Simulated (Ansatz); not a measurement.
Here is the system:

```
CELL_PARAMETERS angstrom
      3.79316     0.00000     0.00000
      0.00000     3.79316     0.00000
      1.89658    -1.89658     2.70276
ATOMIC_POSITIONS crystal
  Mg 0.00000 0.00000 0.00000
  Se 0.50000 0.50000 0.00000
```

No spin polarisation.

Method: LDA in Ansatz (plane waves to 420 eV, PAW, spin-orbit coupling left out). Settings: 11×11×11 k-points, 0.05 eV Fermi–Dirac smearing.

Problem. Predict the gap character and in-plane stress.

Solution. The gap character comes out as indirect, Γ → X and the mean in-plane stress (compression positive) is +0.8 GPa.

The cells carry an imposed strain or load. No phonon test of stability was made. The cell was made from MgSe in the rock salt structure (space group Fm-3m, No. 225) by this change: biaxial strain −0.50 %, plane normal [001], relaxed out of plane.

Ansatz is an electronic-structure program.
